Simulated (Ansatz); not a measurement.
System: SnSeS (P3m1, No. 156, 3 atoms in the cell; start mp-1218912). Method: r²SCAN+rVV10 (Ansatz, a program for electronic structure, plane waves, PAW).

Run with plane-wave cutoff 560 eV, 12×12×6 k mesh (along the axes of the cell as run), Fermi–Dirac smearing 0.01 eV, scalar-relativistic PAW data made under PBE.

Cell (relaxed at this level):

```cif
data_SSeSn
_chemical_formula_sum 'Sn1 Se1 S1'
_space_group_name_H-M_alt 'P3m1'
_space_group_IT_number 156
_space_group_name_Hall 'P 3 -2"'
_cell_length_a 3.74371
_cell_length_b 3.74371
_cell_length_c 6.09919
_cell_angle_alpha 90.000
_cell_angle_beta 90.000
_cell_angle_gamma 120.000
loop_
_atom_site_label
_atom_site_type_symbol
_atom_site_symmetry_multiplicity
_atom_site_Wyckoff_symbol
_atom_site_fract_x
_atom_site_fract_y
_atom_site_fract_z
_atom_site_occupancy
Sn1 Sn 1 b 0.33333 0.66667 0.00782 1
Se1 Se 1 a 0.00000 0.00000 0.74682 1
S1 S 1 c 0.66667 0.33333 0.24536 1
```

Task: Estimate the band gap and direct gap at Γ that the calculation returns.

Result: 
* **band gap**: 1.24 eV (on the SCF k mesh)
* **direct gap at Γ**: 1.83 eV

Note: the relaxation could not lower the start's symmetry, so the cell can be a saddle point above a distorted one.

Spin–orbit coupling is not included.

Static lattice: no zero-point or thermal effects.

Cost on a shared machine: about 3 core-minutes (a rough figure).

A start named mp-… is a Materials Project structure, which need not be a measured phase.
